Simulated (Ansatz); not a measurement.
SiC (F-43m) under uniaxial stress along [110] (compression positive): electron conductivity mass by r2SCAN with spin-orbit coupling, rigid bands (plane waves, PAW; Ansatz, a first-principles code). The unloaded cell, whose axes the loads refer to:

CSi has the cubic space group F-43m (No. 216), the zinc blende structure, Pearson symbol cF8. Lattice parameters: a = 4.3569 Å, b = 4.3569 Å, c = 4.3569 Å, α = 90.00°, β = 90.00°, γ = 90.00°. Si on 4a is surrounded by 4 C at 1.887 Å (tetrahedral). C on 4d has 4 Si at 1.887 Å (tetrahedral). (Neighbours: up to the widest gap in distance over summed covalent radii, below 1.35, at either atom.)
(The calculation used a cell of 2 atoms; values per cell refer to that cell.)

```
uniaxial stress along [110] (compression positive) (GPa)  volume per atom (Å³)  electron conductivity mass (mₑ)
--------------------------------------------------------  --------------------  -------------------------------
-35                                                                      10.99                            0.327
-25                                                                      10.77                                ?
-15                                                                      10.59                            0.307
-5                                                                       10.42                            0.299
0                                                                        10.34                            0.296
5                                                                        10.26                            0.296
15                                                                       10.12                            0.296
```

Fit a straight line to ln(electron conductivity mass) against the load over the rows given, and predict the row at -25 GPa.

The means are x̄ = -5.833 GPa and ȳ = -1.1930; Σ(x − x̄)(y − ȳ) = -3.231 and Σ(x − x̄)² = 1521, so the slope is -0.212 % per GPa, and the rows given lie within 2.0 % of the line. At -25 GPa the line gives 0.316 mₑ; the calculation gives 0.315 mₑ, 0.29 % from it.

Masses are for dilute carriers at 300 K, harmonic means over directions unless an axis is named. Stresses and pressures are the targets of the relaxation. The structure type is held at every load. Geometry: cell and atoms relaxed with PBEsol.
